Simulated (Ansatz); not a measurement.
What isotropic strain −0.87 % does to Rb2InAgCl6

Consider Rb2InAgCl6 (space group Fm-3m, No. 225; a = 10.308 Å; a cell from a computed database, its experimental status unchecked).

One thing is altered: every lattice vector is shortened by 0.87 %; the atoms relax in the strained cell.

Computed with Ansatz (an electronic-structure program), PBEsol, PAW, cutoff 420 eV, scalar-relativistic without spin-orbit coupling. k-mesh 6×6×6 (Γ-centred); smearing 0.05 eV (Fermi–Dirac).

The volume per atom falls by 0.71 Å³ (27.39 Å³ → 26.68 Å³) and the space group stays Fm-3m (No. 225). The shortest interatomic distance decreases by 0.027 bohr (4.764 bohr → 4.737 bohr) and the energy rises by 2.0 meV/atom. The pressure goes from zero to 0.92 GPa and the band gap decreases by 0.024 eV (0.77 eV → 0.74 eV). The gap character stays direct at Γ and the mean gap deformation potential ΔEg/Δln V is +0.9 eV. The width of the top valence band goes up by 0.03 eV to 0.66 eV and the electron mass is still 0.26 mₑ (at Γ). The valence-band top at Γ (three highest levels, from the VBM) changes from 0.00, 0.00, -1.15 eV to 0.00, 0.00, -1.25 eV.

Final structure:

```xyz
10
Lattice="0.0000 5.1094 5.1094 5.1094 0.0000 5.1094 5.1094 5.1094 0.0000" Properties=species:S:1:pos:R:3 pbc="T T T"
Rb     7.6641     7.6641     7.6641
Rb     2.5547     2.5547     2.5547
In     0.0000     0.0000     0.0000
Ag     5.1094     5.1094     5.1094
Cl     2.5067     5.1094     5.1094
Cl     7.7120     5.1094     5.1094
Cl     5.1094     2.5067     5.1094
Cl     5.1094     7.7120     5.1094
Cl     5.1094     5.1094     2.5067
Cl     5.1094     5.1094     7.7120
```

Masses are band curvatures over ±0.01 Å⁻¹ around the edge. No phonon test of stability was made.
